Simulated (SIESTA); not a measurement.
Band structure of MgH2 (P4_2/mnm, 6 atoms in the cell).

```
CELL_PARAMETERS angstrom
      4.45878     0.00000     0.00000
      0.00000     4.45878     0.00000
      0.00000     0.00000     2.98057
ATOMIC_POSITIONS crystal
  Mg 0.50000 0.50000 0.50000
  Mg 0.00000 0.00000 0.00000
  H  0.69557 0.69557 0.00000
  H  0.30443 0.30443 0.00000
  H  0.80443 0.19557 0.50000
  H  0.19557 0.80443 0.50000
```

Computed with GGA PBE, numerical atomic orbitals TZP, PseudoDojo PBE standard norm-conserving potentials (rewritten from UPF to PSML) (SIESTA).

Settings: XC.functional = GGA; XC.authors = PBE; potentials = PseudoDojo PBE standard; PAO.BasisSize = TZP; PAO.EnergyShift = 0.01 Ry; MeshCutoff = 300 Ry; kgrid.MonkhorstPack = 8 8 11; OccupationFunction = FD; ElectronicTemperature = 0.01 eV; MaxSCFIterations = 150; SCF.Mixer.Method = Pulay; SCF.Mixer.Weight = 0.25; SCF.Mixer.History = 8; SCF.DM.Tolerance = 1.0E-05.

The starting cell comes from a database of computed structures (which also holds hypothetical and non-ambient phases and stackings), without a prior relaxation at this level. Its lattice was rescaled by a random factor within 2.5 % of one. Values carry the incompleteness of an atom-centred basis.

Task: Predict the gap along the standard path and the places of the band edges.

Result: The gap along the path is 3.81 eV, from a point between Γ and X to a point between A and Z; the smallest direct gap on it is 4.65 eV.

Levels in eV from the top of the valence band on the path, bands 9 to 13:
| point | 9 | 10 | 11 | 12 | 13 |
|---|---|---|---|---|---|
| Γ | -6.74 | -1.48 | -1.48 | -0.46 | 5.40 |
| X | -5.03 | -5.03 | -0.49 | -0.49 | 5.63 |
| M | -3.95 | -3.95 | -2.81 | -2.81 | 9.66 |
| Z | -3.16 | -3.16 | -0.04 | -0.04 | 6.57 |
| R | -2.33 | -2.33 | -1.12 | -1.12 | 5.60 |
| A | -1.92 | -1.92 | -0.95 | -0.95 | 3.90 |

Higher empty bands are left out: an atom-centred basis made for the valence describes them poorly.
